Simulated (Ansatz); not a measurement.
By PBEsol, the system below comes out a metal.

A figure of merit of an interconnect metal is its ballistic conductance per area.

```xyz
6
Lattice="4.7855 0.0000 0.0000 0.0000 5.9978 0.0000 2.3927 -2.9989 2.9989" Properties=species:S:1:pos:R:3 pbc="T T T"
Al     2.3927     2.0476     0.9513
Al     4.7855     0.9513     2.0476
Al     4.7855     3.9502     0.9513
Al     2.3927    -0.9513     2.0476
Cu     3.5891     0.0000     0.0000
Cu     3.5891    -2.9989     2.9989
```

The cell is taken as given; by PBEsol it stands under a pressure of 0.8 GPa.

The current flows along the normal of the first two printed cell vectors, the (100) plane of the conventional cell. No spin-orbit coupling; the value is a mean over 0.1 eV about the Fermi level.

Task: Compute, with PBEsol (Ansatz, an electronic-structure program), the ballistic conductance per area.

Result: 0.96 × 10¹⁵ S/m² for both spins.
